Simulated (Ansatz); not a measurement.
Input:

End structure of the (31-40) surface of hcp Lu in its 1x1 cell, outermost plane spacing 0.56 Å in the ideal cut:

```
CELL_PARAMETERS angstrom
      5.46377     0.00000     0.00000
      0.00000    12.64390     0.00000
      0.00000     0.00000    27.00000
ATOMIC_POSITIONS crystal
  Lu 0.25000 0.16838 0.30796
  Lu 0.75000 0.32997 0.33183
  Lu 0.25000 0.89093 0.33368
  Lu 0.75000 0.05159 0.35642
  Lu 0.25000 0.59859 0.36355
  Lu 0.75000 0.76982 0.38533
  Lu 0.25000 0.34380 0.40207
  Lu 0.75000 0.50148 0.42351
  Lu 0.25000 0.07757 0.42507
  Lu 0.75000 0.23287 0.44996
  Lu 0.25000 0.80156 0.45303
  Lu 0.75000 0.96043 0.47560
  Lu 0.25000 0.53682 0.49083
  Lu 0.75000 0.69395 0.50917
  Lu 0.25000 0.27034 0.52440
  Lu 0.75000 0.42921 0.54697
  Lu 0.25000 0.99790 0.55004
  Lu 0.75000 0.15320 0.57493
  Lu 0.25000 0.72929 0.57649
  Lu 0.75000 0.88697 0.59793
  Lu 0.25000 0.46095 0.61467
  Lu 0.75000 0.63218 0.63645
  Lu 0.25000 0.17918 0.64358
  Lu 0.75000 0.33984 0.66632
  Lu 0.25000 0.90080 0.66817
  Lu 0.75000 0.06239 0.69204
```

Model: 26-atom slab, 10.7 Å thick at the start, 7x3x1 mesh, Fermi-Dirac 0.1 eV, dipole correction, all atoms relaxed; start symmetry kept, larger cells not searched; no spin, no spin-orbit, no U.

Task: Give the surface energy (mean of both faces) at the level PBE (Ansatz, an electronic-structure program).

Result: 1.13 J/m²

Task: What is the computed work function of the top face (PBE)?

Result: 3.21 eV
